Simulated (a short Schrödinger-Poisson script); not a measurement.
Structure: gated Al0.2Ga0.8As/GaAs modulation-doped gas, at 77 K.

| layer | material | thickness (nm) | Nd (cm⁻³) | Na (cm⁻³) |
|---|---|---|---|---|
| 1 | Al0.2Ga0.8As | 15 | - | - |
| 2 | Al0.2Ga0.8As | 30 | 8.5e17 | - |
| 3 | Al0.2Ga0.8As | 2 | - | - |
| 4 | GaAs | 6000 | - | 8e15 |

The device is made up for the run: typed textbook-type constants, with dimensions and the other settings drawn at random. Al0.2Ga0.8As: permittivity 12.33, conduction-band edge (eV) 0.158, gap (eV) 1.673, electron mass (mₑ) 0.0836, Nv at 300 K (cm⁻³) 9e18. GaAs: permittivity 12.9, conduction-band edge (eV) 0, gap (eV) 1.424, Nv at 300 K (cm⁻³) 9e18.

Channel valleys (confinement mass, in-plane density-of-states mass, number): Γ 0.067, 0.067, 1. At the gate the conduction-band edge of layer 1 lies 0.91 eV − eVg above the Fermi level of the channel; the field vanishes at the back. Donor level 0.02 eV below the band edge. The barrier under the gate holds no holes. Gaps are held at their typed values at every temperature. Mesh 0.08 nm at interfaces.

From a short Schrödinger-Poisson script (our own, NumPy): 1D Poisson equation in equilibrium, electrons quantum, Hartree (BenDaniel-Duke, 40 states a valley, the channel's in-plane mass for all, wave functions free to enter the barrier), parabolic valleys, classical holes, donors ionised by Fermi statistics, acceptors fully, no traps, pinning or gate leakage.

The same stack at other levels of the model or other numerical settings:

| run | sheet density of all electrons at Vg = 0.5 V (cm⁻²) | sheet density of all electrons at Vg = 0 V (cm⁻²) | capacitance at Vg = 0.5 V (μF/cm²) | centroid of the channel electrons at Vg = 0.5 V (nm) | rough cost against the base |
|---|---|---|---|---|---|
| base | 2.93e11 | 6.73e10 | 0.373 | 4.69 | about 1 |
| electrons treated as classical, Boltzmann | 5.04e11 | 1.09e11 | 0.371 | 0.96 | 0.02 |
| electrons treated as classical, Fermi-Dirac | 3.53e11 | 9.40e10 | 0.373 | (withheld) | 0.1 |
| electrons treated as quantum, Hartree plus LDA exchange-correlation | 3.28e11 | (withheld) | 0.373 | (withheld) | 2 |
| mesh six times as coarse | 2.93e11 | 6.72e10 | 0.373 | 4.66 | 0.2 |
| one subband a valley | 2.91e11 | 6.72e10 | 0.373 | 4.68 | 0.2 |

Problem. Some entries are withheld; supply them.

Solution. 
- electrons treated as quantum, Hartree plus LDA exchange-correlation, centroid of the channel electrons at Vg = 0.5 V (nm): 4.55
- electrons treated as quantum, Hartree plus LDA exchange-correlation, sheet density of all electrons at Vg = 0 V (cm⁻²): 7.37e10
- electrons treated as classical, Fermi-Dirac, centroid of the channel electrons at Vg = 0.5 V (nm): 2.56

The classical rows ignore confinement, and Boltzmann statistics overrate the density once the band edge passes the Fermi level.
